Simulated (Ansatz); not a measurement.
Take HfO2 in the fluorite structure (space group Fm-3m, No. 225; a = 5.0585 Å) as the base. Axes: x, y, z lie along the cube axes.

Method: Ansatz (a quantum-chemistry and plane-wave program), r2SCAN, PAW, cutoff 500 eV, no SOC.

Base values:

The band gap is 4.30 eV.

It is then changed as follows: uniaxial strain ε_yy = +1.30 %, all other strain components held at zero, atoms relaxed at fixed cell.

### Question
What happens to the stress?

### Answer
The stress (xx, yy, zz, yz, xz, xy; compression positive) comes out as (-1.31, -7.58, -1.31, 0.00, 0.00, 0.00) GPa.

### Question
What does the calculation give for the band gap after the change?

### Answer
The band gap decreases by 0.09 eV (4.30 eV → 4.21 eV).

With Hf present, leaving out spin-orbit coupling can change the band edges. Stability against distortions was not tested. This is not the structure that HfO2 has at room temperature and ambient pressure.
